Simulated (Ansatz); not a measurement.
Here is the system:

End structure of a constructed model of the (111) surface of fcc Ir, a layer of Au in place of the third plane (bottom of the slab: a bare face, its two planes held):

```
CELL_PARAMETERS angstrom
      2.73720     0.00000     0.00000
     -1.36860     2.37048     0.00000
      0.00000     0.00000    27.50000
ATOMIC_POSITIONS crystal
  Ir 0.33333 0.66667 0.29792
  Ir 0.66667 0.33333 0.37919
  Ir 0.00000 0.00000 0.45804
  Au 0.33333 0.66667 0.54705
  Ir 0.66667 0.33333 0.63635
  Ir 0.00000 0.00000 0.71442
```

Slab: 6 atoms, 11.1 Å thick at the start with caps and adatoms (thin: gaps and levels are the slab's own); k 16x16x1, smearing 0.1 eV, dipole-corrected; 2 atoms held, the rest relaxed; symmetry of the start imposed; no spin, no spin-orbit, no U. In PBE it is, or lies within 0.01 eV a 1x1 cell of, the lowest of the 2 structures of its composition computed so far; subsurface sites and larger cells were not tried.

Q: What work function of the top face does PBE run with Ansatz (a quantum-chemistry and plane-wave program) give?

A: 5.61 eV
